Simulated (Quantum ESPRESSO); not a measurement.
A self-consistent single point of Hf2AlSi (Amm2, 4 atoms in the cell) with Quantum ESPRESSO.

Method: LDA (PW92), PseudoDojo standard norm-conserving (LDA) pseudopotentials (plane waves; Quantum ESPRESSO).

```
Hf2AlSi
1.0
    3.82768     0.00000     0.00000
    0.00000     1.89009     5.04268
    0.00000    -1.89009     5.04268
Hf Al Si
2 1 1
Cartesian
  1.91384   0.00000   1.47428
  0.00000   0.00000   8.60613
  1.91384   0.00000   4.25259
  0.00000   0.00000   5.83770
```

Reference input (self-consistent single point, DFT, LDA (PW92), plane waves, PseudoDojo standard norm-conserving (LDA) pseudopotentials): ecutwfc = 60 Ry; occupations = smearing; smearing = marzari-vanderbilt; degauss = 0.0073499 Ry; potentials = {Hf: Hf.upf, Al: Al.upf, Si: Si.upf}; K_POINTS = automatic 8 8 8 0 0 0; conv_thr = 1e-10 Ry. This run's input differs from it in these lines:

```diff
@@ -14,4 +14,4 @@
    occupations = 'smearing'
-   smearing = 'marzari-vanderbilt'
-   degauss = 0.0073499
+   smearing = 'gaussian'
+   degauss = 0.0036749
 /
```

The program printed (abridged):

```
     Self-consistent Calculation

     iteration #  1     ecut=    60.00 Ry     beta= 0.70

     Threshold (ethr) on eigenvalues was too large:
     Diagonalizing with lowered threshold

     total energy              =    -239.18479528 Ry
     estimated scf accuracy    <       0.11112148 Ry

     iteration #  2     ecut=    60.00 Ry     beta= 0.70

     total energy              =    -239.20566170 Ry
     estimated scf accuracy    <       0.06981032 Ry

     iteration #  3     ecut=    60.00 Ry     beta= 0.70

     total energy              =    -239.21993726 Ry
     estimated scf accuracy    <       0.01271483 Ry

   [... 6 blocks of this kind left out ...]

     iteration # 10     ecut=    60.00 Ry     beta= 0.70

     total energy              =    -239.22361490 Ry
     estimated scf accuracy    <          5.5E-10 Ry

     iteration # 11     ecut=    60.00 Ry     beta= 0.70
     End of self-consistent calculation

     Number of k-points >= 100: set verbosity='high' to print the bands.

     the Fermi energy is    12.0740 ev

!    total energy              =    -239.22361490 Ry
     estimated scf accuracy    <          5.2E-11 Ry
     smearing contrib. (-TS)   =      -0.00022575 Ry
     internal energy E=F+TS    =    -239.22338915 Ry

     convergence has been achieved in  11 iterations

     Forces acting on atoms (cartesian axes, Ry/au):

     atom    1 type  1   force =     0.00000000    0.00000000    0.00110884
     atom    2 type  1   force =     0.00000000    0.00000000   -0.00244261
     atom    3 type  2   force =     0.00000000    0.00000000   -0.00262348
     atom    4 type  3   force =     0.00000000    0.00000000    0.00395725

     Total force =     0.005453     Total SCF correction =     0.000023

          total   stress  (Ry/bohr**3)                   (kbar)     P=      -80.26
  -0.00053901   0.00000000   0.00000000          -79.29        0.00        0.00
   0.00000000  -0.00054981  -0.00000000            0.00      -80.88       -0.00
   0.00000000   0.00000000  -0.00054802            0.00        0.00      -80.62

   JOB DONE.
```

The run converged in 11 iterations. Against the reference run the free energy is nearly the same (within 1 meV/atom), the pressure stays at -8.03 GPa and the largest force goes from 0.111 to 0.102 eV/Å.

The starting cell comes from a database of computed structures (which also holds hypothetical and non-ambient phases and stackings), without a prior relaxation at this level. With a pressure of about -8 GPa the cell is away from its equilibrium volume at this level.

Cost on one core of a shared machine: roughly 5 min.
